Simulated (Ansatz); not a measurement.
Levels about the gap of amorphous In9Ga9Zn9O37Ba (65 atoms in a cell of 835 Å³, 5.92 g/cm³; zone centre alone, so wide bands show as single levels with stretches between that a denser mesh fills), at the geometry that PBE relaxed, where it gives 0.1 GPa on a denser mesh. The participation number counts the atoms over which a state spreads; weights are charges in smoothed Voronoi cells. The levels come from a single point, so bond lengths are those of that geometry. Method of the levels: r2SCAN, scalar-relativistic without spin-orbit coupling (Ansatz, a first-principles code). Sampling: the zone centre alone; Fermi-Dirac width 0.02 eV; no spin polarisation. At PBE the levels at the filled edge of the gap are localised (band-tail or defect states), and the nearest spread-out levels lie 1.0 eV apart at the zone centre.

It comes from a melt-quench run on a machine-learned potential (CHGNet), relaxed afterwards by DFT. O atoms were pushed apart under 1.9 Å during the dynamics, to hinder bonds among them. The hot cell started wider than the set density and was brought back towards it in steps. It is the lowest in DFT energy of 2 quenches. It is a model cell: composition and starting density were chosen by hand, and all elements were melted together. No dispersion term was used. Its density started from a set value of 5.92 and ended at 5.92 g/cm³. The quench (nominally 210 K/ps over its main leg) was far faster than any real one, so the model tends to hold more defects than a real film. A cell of this size samples the disorder only roughly. The volume was held where the preparation left it and the shape relaxed, at a PBE pressure of 0.1 GPa.

```tsv
E - E(highest filled), eV	filling	participation number	largest on	weight O	weight In	weight Zn	weight Ga
-0.61	filled	12.5	O, 4 neighbours	0.88	0.02	0.09	0.02
-0.57	filled	11.6	O, 3 neighbours	0.86	0.01	0.10	0.02
-0.51	filled	9.6	O, 2 neighbours	0.88	0.03	0.07	0.02
-0.49	filled	15.2	O, 4 neighbours	0.88	0.02	0.09	0.01
-0.29	filled	4.6	O, 2 neighbours	0.92	0.02	0.05	0.01
-0.20	filled	8.2	O, 4 neighbours	0.84	0.03	0.11	0.01
0.00	filled	5.1	O, 2 neighbours	0.92	0.02	0.03	0.02
1.00	empty	58.0	In, 5 neighbours	0.50	0.22	0.15	0.13
3.62	empty	23.3	In, 6 neighbours	0.56	0.33	0.07	0.04
3.80	empty	18.4	In, 5 neighbours	0.56	0.29	0.08	0.06
3.93	empty	45.9	In, 6 neighbours	0.58	0.20	0.12	0.10
4.17	empty	38.8	In, 6 neighbours	0.57	0.21	0.09	0.11
4.36	empty	37.7	In, 6 neighbours	0.56	0.19	0.11	0.12
4.61	empty	39.5	In, 6 neighbours	0.55	0.20	0.12	0.13
```

Most localised among these is the filled level at -0.29 eV, on a O atom, which has 2 neighbours (Ga 1.91 Å, In 2.07 Å).
